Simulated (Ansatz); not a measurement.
## BaTiO3: response to strain

Consider BaTiO3 (space group Amm2, No. 38; a = 3.964 Å, b = 5.716 Å, c = 5.748 Å). Axes: x, y, z lie along a, b, c of the conventional cell.

Strains are applied to the cell and any free atomic positions relax; under biaxial strain the out-of-plane vector relaxes too; under stress the whole cell relaxes.

Level of theory: Ansatz (an electronic-structure program) r2SCAN, spin-orbit coupling left out, earlier PAW set.

Notes on the quantities. pressure: mean of the normal stresses, compression positive; energy relative to the base: free energy F.

```tsv
variant	pressure	energy relative to the base	shortest interatomic distance	space group
base	0.00 GPa	0 meV/atom	1.853 Å	Amm2 (No. 38)
biaxial strain +0.65 %, plane normal [001], relaxed out of plane	-1.46 GPa	+1.2 meV/atom	1.851 Å	Amm2 (No. 38)
biaxial strain +0.66 %, plane normal [001], relaxed out of plane	-1.48 GPa	+1.2 meV/atom	1.851 Å	Amm2 (No. 38)
isotropic strain +3.85 %	-10.29 GPa	+57 meV/atom	1.815 Å	Amm2 (No. 38)
uniaxial strain ε_xx = −2.56 %	4.70 GPa	+8.5 meV/atom	1.857 Å	Amm2 (No. 38)
uniaxial strain ε_xx = +4.23 %	-5.69 GPa	+19 meV/atom	1.841 Å	Amm2 (No. 38)
uniaxial strain ε_zz = +0.68 %	-0.65 GPa	+0.4 meV/atom	1.848 Å	Amm2 (No. 38)
tensor shear ε_yz = +1.00 %	0.07 GPa	+0.3 meV/atom	1.837 Å	Pm (No. 6)
uniaxial stress, 3 GPa tension along x	–	+1.8 meV/atom	1.856 Å	Amm2 (No. 38)
```

Stability under load was not tested beyond the relaxation. The final runs are not spin-polarised. This is not the structure that BaTiO3 has at room temperature and ambient pressure.
